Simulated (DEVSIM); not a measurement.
Device: Au/SiO2/p-Ge capacitor, at 250 K.

```csv
layer (left to right),material,thickness (nm),Na (cm⁻³)
1,SiO2,18.0,-
2,Ge,1600,1.4e17
```

Metal gate on the left, work function 5.1 eV. Fixed charge at the semiconductor interface 0 cm⁻² (in units of +e); no interface traps.

This is a model device: material constants are rounded textbook-type values typed into the input, and sizes, dopings and lifetimes were drawn at random. Values at 300 K; Nc and Nv go as T^1.5, mobilities as T to minus their exponent, the gap by Varshni's rule with the affinity fixed.

```tsv
parameter	SiO2	Ge
gap (eV)	9	0.664
affinity (eV)	0.9	4
permittivity	3.9	16
Nc (cm⁻³)	-	1.04e19
Nv (cm⁻³)	-	6e18
Varshni α (eV/K)	-	0.000477
Varshni β (K)	-	235
```

Simulated with DEVSIM: 1D Poisson equation in equilibrium, Boltzmann statistics, complete ionisation; no quantum confinement or tunnelling. Metal contacts follow the ideal Schottky-Mott rule: no Fermi-level pinning, no interface dipoles.

The substrate doping was swept, all else fixed.

| substrate doping (cm^-3) | flat-band voltage (V) | minimum of the low-frequency capacitance (μF/cm²) | threshold voltage (band bending 2φF) (V) |
|---|---|---|---|
| 7e15 | 0.56 | 0.0426 | 1.13 |
| 1.4e16 | 0.54 | 0.0528 | 1.23 |
| 2.8e16 | 0.53 | 0.0658 | 1.37 |
| 7e16 | 0.51 | 0.0830 | 1.65 |
| 1.4e17 | 0.49 | 0.0978 | 1.96 |
| 2.8e17 | 0.48 | 0.113 | 2.41 |

From the first row to the last the flat-band voltage goes from 0.56 to 0.48. From the first row to the last the minimum of the low-frequency capacitance goes from 0.0426 to 0.113.
